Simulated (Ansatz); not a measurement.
The parent structure is Ga2O3 in the corundum structure (space group R-3c, No. 167).

```
Ga2O3
1.0
    2.47497     1.42892     4.43525
   -2.47497     1.42892     4.43525
    0.00000    -2.85785     4.43525
Ga O
4 6
Direct
  0.64424   0.64424   0.64424
  0.14424   0.14424   0.14424
  0.35576   0.35576   0.35576
  0.85576   0.85576   0.85576
  0.75000   0.44721   0.05279
  0.05279   0.75000   0.44721
  0.25000   0.55279   0.94721
  0.55279   0.94721   0.25000
  0.94721   0.25000   0.55279
  0.44721   0.05279   0.75000
```

Cartesian axes are those of the cell as printed.

Method: plane-wave PAW DFT at the LDA level (Ansatz, a program for electronic structure, 420 eV), without spin-orbit coupling.

Before the change:

```
Item                  Result
-------------------  -------
Band gap             3.04 eV
Smallest direct gap  3.31 eV
```

Modification: uniaxial strain ε_zz = −2.25 %, all other strain components held at zero; the atoms relax in the strained cell.

Predict the new band gap.

The band gap goes up by 0.19 eV to 3.23 eV.

Predict the new energy relative to the base.

The energy increases by 5.6 meV/atom.

What happens to the smallest direct gap?

The smallest direct gap grows by 0.18 eV, from 3.31 eV to 3.49 eV.

No phonon test of stability was made.
